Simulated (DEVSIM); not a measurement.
Structure: Pt/La2O3/p-Ge capacitor, at 300 K.

Layer 1 from the left is La2O3, thickness (nm) 2.70. Layer 2 from the left is Ge, thickness (nm) 11000, Na (cm⁻³) 2.9e15.

Metal gate on the left, work function 5.6 eV. Fixed charge at the semiconductor interface 0 cm⁻² (in units of +e); no interface traps.

Constants are typed, rounded textbook-type inputs, not results; the design itself was drawn at random and stands for no fabricated device. Values at 300 K.

La2O3: gap (eV) 5.8, affinity (eV) 1.8, permittivity 27. Ge: gap (eV) 0.664, affinity (eV) 4, permittivity 16, Nc (cm⁻³) 1.04e19, Nv (cm⁻³) 6e18.

### Question
Estimate by hand the flat-band voltage, the threshold voltage, and compare with a numerical solution.

### Answer

- Flat-band voltage: C = 8.85 μF/cm², work-function difference 1.133 V; VFB = φms − qNf/C = 1.13 V; numerical 1.13 V.
- Threshold voltage: φF = 0.128 V, depletion charge √(4εqNφF) = 1.83e-8 C/cm²; VT = VFB + 2φF + Qd/C = 1.39 V; numerical 1.39 V.

DEVSIM, 1D Poisson equation in equilibrium, Boltzmann statistics, complete ionisation; no quantum confinement or tunnelling. Metal contacts follow the ideal Schottky-Mott rule: no Fermi-level pinning, no interface dipoles.
